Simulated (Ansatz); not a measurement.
The parent structure is Hf in the hcp (Mg type) structure (space group P6_3/mmc, No. 194; relaxed with 0.1 eV smearing).

```yaml
crystal:
  lattice:
    - [3.19829, 0.00000, 0.00000]
    - [-1.59915, 2.76980, 0.00000]
    - [0.00000, 0.00000, 5.04882]
  atoms:
    - { symbol: Hf, position: [0.66667, 0.33333, 0.75000] }
    - { symbol: Hf, position: [0.33333, 0.66667, 0.25000] }
```

Cartesian axes are those of the cell as printed.

Computed with Ansatz (a quantum-chemistry and plane-wave program) r2SCAN, spin-orbit coupling left out.

It is then changed as follows: the cell is stretched by 3.00 % along z with no lateral relaxation; the atoms relax in the strained cell.

**Question.** Predict the new stress.

**Answer.** The stress (xx, yy, zz, yz, xz, xy; compression positive) amounts to (-1.8, -1.8, -5.7, 0.0, 0.0, 0.0) GPa.

Whether these cells are dynamically stable was not tested. All final runs are without spin polarisation.
